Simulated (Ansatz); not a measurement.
## Effect of pressure 5 GPa on MoTe2

Take MoTe$_{2}$ (space group P6_3/mmc, No. 194; a = 3.4966 Å, c = 13.6959 Å; layered, stacked along the Cartesian z axis) as the base.

One thing is altered: a hydrostatic pressure of 5 GPa.

Calculations: Ansatz (a first-principles code), PBE-D3(BJ), PAW, cutoff 420 eV, no spin-orbit coupling. k-mesh 11×11×3 (Γ-centred); smearing 0.05 eV (Fermi–Dirac).

Volume per atom: 22.30 Å³ (base 24.17 Å³)
Density: 8.71 g/cm³ (base 8.04 g/cm³)
c/a ratio: 3.852 (base 3.917)
Shortest interatomic distance: 2.691 Å (base 2.716 Å)
Enthalpy H = E + PV relative to the base's energy: +0.72 eV/atom
Band gap: 0.19 eV (base 0.60 eV)
Gap character: indirect, K–Γ (87 % along) → K–Γ (44 % along) (base indirect, Γ → K–Γ (44 % along))
Smallest direct gap: 0.67 eV (base 1.03 eV)
Width of the top valence band: 1.31 eV (base 1.03 eV)

Final structure:

```yaml
crystal:
  lattice:
    - [3.42314, 0.00000, 0.00000]
    - [-1.71157, 2.96453, 0.00000]
    - [0.00000, 0.00000, 13.18630]
  atoms:
    - { symbol: Te, position: [0.66667, 0.33333, 0.38852] }
    - { symbol: Te, position: [0.33333, 0.66667, 0.88852] }
    - { symbol: Te, position: [0.33333, 0.66667, 0.61148] }
    - { symbol: Te, position: [0.66667, 0.33333, 0.11148] }
    - { symbol: Mo, position: [0.66667, 0.33333, 0.75000] }
    - { symbol: Mo, position: [0.33333, 0.66667, 0.25000] }
```

Cost of the whole job for the changed cell (relaxation, final SCF and bands): about 70 core-seconds (a rough figure).

Spin-orbit coupling, missing from the scalar runs, can matter with Te. Load acts through the strain it causes; cell and atoms are relaxed under it. Stability against distortions was not tested. No other phases were tried under pressure. The D3 term's C6 switches between coordination references near this geometry, which can add small steps to energies. A zero or small gap of MoTe2 under pressure 5 GPa can be the functional's error rather than a property of the material.
